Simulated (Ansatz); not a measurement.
One Sb atom on a Si site, 4x4x4 cubic cells, neutral, without spin. Cell 21.88 × 21.88 × 21.88 Å, Si511Sb, 512 atoms. 

Basis: localised support functions (accuracy medium) on a full density matrix. k-points: zone centre alone; occupations: Fermi-Dirac, 0.0050 eV; spin polarisation not allowed. Spin-orbit coupling is left out.

### Question
Predict the gap and bonding from PBE, support functions at accuracy medium on the grid of 420 eV (Ansatz, a first-principles code).

### Answer

electronic character of the cell: no gap resolved at this smearing
coordination (neighbours within 2.841 Å): 100.0 % 4-fold
Sb-Si bonds, mean ± spread: 2.584 ± 0.000 Å
Si-Si bonds, mean ± spread: 2.368 ± 0.002 Å
bond angles, mean ± spread: 109.5° ± 0.6°
pressure: 0.11 GPa
